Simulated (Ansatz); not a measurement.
Subject: the energy of the reaction as written. Reaction: 3 cell B → cell A. Negative: the products are lower in energy.

Cell A: a slab of composition Zn3O3, 6 atoms, hexagonal cell of 3.42 Å (10.1 Å²), symmetry P-6m2, 4.6 Å thick under 16 Å of vacuum, in-plane vectors held at the given values, so it may be strained; planes from bottom to top: ZnO × 3; a model cell; spin state with PBE: run without spin, k-point mesh 10×10×1.
```xyz
6
Lattice="3.4225 0.0000 0.0000 -1.7113 2.9640 0.0000 0.0000 0.0000 20.5700" Properties=species:S:1:pos:R:3 pbc="T T T"
Zn     0.0000     1.9760     8.0346
O      1.7113     0.9880     7.9806
O      0.0000     1.9760    10.2850
Zn     1.7113     0.9880    10.2850
Zn     0.0000     1.9760    12.5354
O      1.7113     0.9880    12.5894
```

Cell B: a sheet of composition ZnO built on ZnO (wurtzite, P6₃mc) (0001), with 1 atoms on that crystal's sites, 2 atoms, hexagonal cell of 3.25 Å (9.2 Å²), symmetry P-6m2, 0.0 Å thick under 16 Å of vacuum, in-plane vectors held at the crystal's; planes from bottom to top: ZnO, all atoms in one plane; spin state with PBE: run without spin, k-point mesh 10×10×1.
```xyz
2
Lattice="3.2547 0.0000 0.0000 -1.6273 2.8186 0.0000 0.0000 0.0000 16.0000" Properties=species:S:1:pos:R:3 pbc="T T T"
Zn     0.0000     1.8791     8.0000
O      1.6273     0.9395     8.0000
```

Computed with Ansatz (plane waves, PAW), its default PAW set, cutoff 420 eV, 500 eV for r2SCAN. The structures are at rest with PBE+D3(BJ), within the held lattices; other levels are single points on them. HSE06 runs on coarser k-point meshes, mended by the PBE difference between the two meshes. Neutral cells; Fermi-Dirac smearing of at most 0.05 eV in the solids, energies taken to zero width. The lattices are those relaxed with PBE+D3(BJ) or held as stated, so at other levels the solids can be strained, which adds to the spread. A dispersion term (D3(BJ), or D4 for r2SCAN) was computed beside these levels and is taken off wherever the name lacks it. Nuclei at rest; no vibrational terms. No structure search was made; lower ones may exist. Values are for these cell sizes. The cells' k-point meshes differ in density, so the last digit is unsettled. Cell A has symmetry P-6m2 and got no random move, so less symmetric positions, which may lie lower, weren't tried. Cell B has symmetry P-6m2 and got no random move, so less symmetric positions, which may lie lower, weren't tried.

**Question.** What value does PBE give?

**Answer.** -0.54 eV, for 3 cell B → cell A.

**Question.** List the value at the remaining levels and say how far they part.

**Answer.** 
| Level | value (eV) | less PBE |
|---|---|---|
| PBE+D3(BJ) | -1.02 | -0.48 |
| r2SCAN | -0.93 | -0.39 |
| r2SCAN+D4 | -1.12 | -0.58 |
| HSE06 | -0.60 | -0.06 |

The levels span 0.58 eV, from r2SCAN+D4 (-1.12) to PBE (-0.54).

Ansatz is a quantum-chemistry and plane-wave program.
